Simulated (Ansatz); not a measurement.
## Sn on the Si site (alpha quartz host)

Level of theory: PBE, PAW (plane waves to 420 eV; Ansatz, a first-principles code). A 2×2×2 supercell of 72 sites was used; the energies come from a 2×2×2 Γ-centred sampling of its zone. Site at the start: the Si site. Energies of charged states are corrected for periodic images (point charge plus alignment at distant sites). Dielectric constants: PBE linear response of the host. Host gap at this level: 5.68 eV. These values are not converged in cell size to better than tenths of an eV. The semilocal functional narrows the gap, so deep levels can fall outside it. Spin–orbit coupling is left out, which matters for these heavy elements. Each state is the lowest found from its start.

Formation energies E_f are given with the Fermi level at the valence-band maximum. Chemical conditions: O-rich (Δμ(Si) = -8.33 eV, Δμ(Sn) = -4.88 eV, bounded by SnO2 (Pnnm); only phases computed here count, gases as isolated molecules at 0 K). Reference phases: Si: silicon, Sn: beta tin.

```csv
charge,moment (μB),point group,largest move off a lattice site (Å),image correction with alignment (eV),"E_f, O-rich (eV)"
+1*,fractional,–,0.45,–,–
0,not spin-polarised,C2,0.45,0.00,1.34
−1,1.0,C1,0.85,0.18,5.95
```

* At this level the carrier isn't localised at the defect: at charge +1 holes occupy the valence band. Such a state is shallow or no state of the defect, and this cell gives it no level.

Point groups are those of the whole cell at tolerances of 0.03 and 0.1 Å ("near" where only the looser one holds); none is given for unsettled states.

Transition levels above the valence-band maximum: ε(0/−1) = 4.61 eV. On the lower envelope of the bound states, inside the gap: (0/−1) at 4.61 eV.

Flagged in the runs: a doubtful potential alignment, a host whose relaxation on this sampling wasn't shown to rest, a strain field that reaches the edge of the cell.

All states together cost roughly 2.1 core-hours.
